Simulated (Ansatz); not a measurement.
The parent structure is GaAs in the zinc blende structure (space group F-43m, No. 216).

```yaml
crystal:
  lattice:
    - [0.00000, 2.83335, 2.83335]
    - [2.83335, 0.00000, 2.83335]
    - [2.83335, 2.83335, 0.00000]
  atoms:
    - { symbol: Ga, position: [0.00000, 0.00000, 0.00000] }
    - { symbol: As, position: [0.25000, 0.25000, 0.25000] }
```

Cartesian axes are those of the cell as printed.

Computed with plane-wave PAW DFT at the r2SCAN level (Ansatz, a program for electronic structure, 500 eV), no SOC.

Perturbation: an isotropic linear strain of −1.00 %; the atoms relax in the strained cell.

Question: Predict the stress tensor and what it implies for the stiffness.

Answer: Stress of the strained cell less that of the base (GPa, compression positive):
```
   2.34    0.00    0.00
   0.00    2.34    0.00
   0.00    0.00    2.34
```

Then B = −ΔP/(ΔV/V₀) with ΔV/V₀ = -0.0297 gives secant stiffness values (nonlinear terms included at this strain): B ≈ 79 GPa.

As a check, the harmonic strain energy −½ V₀ Δσ:ε is 5.0 meV/atom; the computed energy rise is 4.8 meV/atom.

Stability against distortions was not tested.
